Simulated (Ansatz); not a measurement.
Bi2S3 (model structure, started from the A-La2O3 type, P-3m1, No. 164, 5 atoms in the cell) was calculated with G0W0@PBEsol (hard PAW, contour deformation; Ansatz, a first-principles code).

The cell is the one relaxed with PBEsol. Conventional cell: a = 3.9948 Å, b = 3.9948 Å, c = 9.5552 Å, α = 90.00°, β = 90.00°, γ = 120.00°.

The quasiparticle gap at Γ at a fixed k mesh 3×3×2:

```json
[
 {"response cutoff": "105 eV, 593 empty bands", "value (eV)": "1.164"},
 {"response cutoff": "140 eV, 913 empty bands", "value (eV)": "1.204"},
 {"response cutoff": "175 eV, 1275 empty bands", "value (eV)": "1.231"},
 {"response cutoff": "210 eV, 1676 empty bands", "value (eV)": "1.249"}
]
```

Task: Taking the value to converge with the response cutoff E as E^(−3/2), extrapolate from the last two rows.

Result: With y = y∞ + c/w and weights w = 2315 and 3043 for the last two rows, y∞ = (w2 y2 − w1 y1)/(w2 − w1) = (3043 × 1.249 − 2315 × 1.231)/728 = 1.306 eV, which lies 0.057 beyond the last row. Successive pairs of rows give 1.278, 1.299, 1.306. The limit also hangs on the law assumed, so its last digits aren't firm.

The other settings are not extrapolated, so this is the limit in one setting alone.

Spin–orbit coupling is not included; with these elements it can move the gap by several tenths of an eV or more.

Note: filled d or f shells below the valence bands can shift G0W0 gaps through exchange with them, which wasn't tested here.

A model structure was made by putting elements into a prototype or built by hand; it is no filed structure, need not be a known phase, and can be a saddle point held by its symmetry.
